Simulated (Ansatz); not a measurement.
Where the default PAW files enter, the runs use the earlier of Ansatz's two default sets.

Tunnelling through a barrier is set by its complex band structure: the current falls as exp(−2κd) with the smallest κ.

Given:

```xyz
24
Lattice="5.2521 0.0000 0.0000 0.0000 5.5683 0.0000 0.0000 0.0000 9.3781" Properties=species:S:1:pos:R:3 pbc="T T T"
Ti     4.5278     2.2417     3.4796
Ti     0.7243     3.3266     5.8985
Ti     3.3504     5.0258     5.8985
Ti     1.9017     0.5425     3.4796
Ti     1.9017     3.3266     1.2095
Ti     3.3504     2.2417     8.1686
Ti     0.7243     0.5425     8.1686
Ti     4.5278     5.0258     1.2095
O      2.8114     2.1716     2.5294
O      2.4407     3.3967     6.8487
O      5.0668     4.9557     6.8487
O      0.1853     0.6126     2.5294
O      0.1853     3.3967     2.1597
O      5.0668     2.1716     7.2184
O      2.4407     0.6126     7.2184
O      2.8114     4.9557     2.1597
O      0.9631     4.7397     0.0983
O      4.2890     0.8286     9.2798
O      1.6630     1.9555     9.2798
O      3.5891     3.6128     0.0983
O      3.5891     0.8286     4.5908
O      1.6630     4.7397     4.7873
O      4.2890     3.6128     4.7873
O      0.9631     1.9555     4.5908
```

Space group of this cell: Pbca. The cell is strained (all lengths scaled by 1.02); by r2SCAN its mean pressure is -13.6 GPa.

Transport runs along the normal of the first two printed cell vectors.

The gap is the functional's own. No spin-orbit coupling. Mid-gap values are interpolated on the energy grid.

Q: Estimate the band gap and the smallest decay constant κ at mid-gap that r2SCAN run with Ansatz (an electronic-structure program) returns for this system.

A: Gap 2.49 eV on a 6×6×4 mesh; κ = 0.441 1/Å, at (0.167, 0.000) of the in-plane reciprocal vectors. At the zone centre, at the nearest computed energy, the slowest state has κ = 0.45 1/Å.
